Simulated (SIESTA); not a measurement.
Troubleshooting SIESTA: a failed run on TiB₂ (P6/mmm, 3 atoms in the cell). The aim is a self-consistent single point with DFT, LDA PW92, numerical atomic orbitals TZP, PseudoDojo LDA standard norm-conserving potentials (rewritten from UPF to PSML).

Cell that was meant: a = 2.9802 Å, b = 2.9802 Å, c = 3.1800 Å, α = 90.00°, β = 90.00°, γ = 120.00°.

Part of the input:

```
OccupationFunction           FD
ElectronicTemperature        580.23 K

MaxSCFIterations             2
SCF.Mixer.Method             Pulay
SCF.Mixer.Weight             0.2
SCF.Mixer.History            6
```

The program printed (abridged):

```
        iscf     Eharris(eV)        E_KS(eV)     FreeEng(eV)     dDmax    Ef(eV) dHmax(eV)
   scf:    1    -1737.275712    -1773.260065    -1773.263586  1.658960 -7.090952 11.715306
   scf:    2    -1781.325374    -1778.062822    -1778.065387  0.191808 -7.848684  4.261158
SCF_NOT_CONV: SCF did not converge in maximum number of steps (required).
SCF_NOT_CONV: SCF did not converge in maximum number of steps (required).
Geom step, scf iteration, dDmax, dHmax:    0     2      0.191808     0.313189
Geom step, scf iteration, dDmax, dHmax:    0     2      0.191808     0.313189

ABNORMAL_TERMINATION
ABNORMAL_TERMINATION
Stopping Program from Node:    0
Stopping Program from Node:    0
```

Problem. What caused this, and what should be changed?

Solution. The fault is an iteration limit that is too low. The loop is cut before its threshold is met, so whatever is printed at the end is not self-consistent. To fix it, raise the limit, or leave it to the default. The run ended unconverged after 2 iterations.

An input that runs soundly differs in these lines (not the only fix; some lines may just follow from the change or write a value another way):
```diff
-MaxSCFIterations             2
+MaxSCFIterations             150
```

With that input, the run converged in 11 iterations: free energy E − TS -1778.8510 eV; Fermi level (on the code's own zero) -8.32 eV; pressure 1.22 GPa (DFT, LDA PW92, numerical atomic orbitals TZP, PseudoDojo LDA standard norm-conserving potentials (rewritten from UPF to PSML)).

On the sound input: the starting cell comes from a database of computed structures (which also holds hypothetical and non-ambient phases and stackings), without a prior relaxation at this level. Its lattice was rescaled by a random factor within 2.5 % of one. Spin polarisation is off. Values carry the incompleteness of an atom-centred basis.
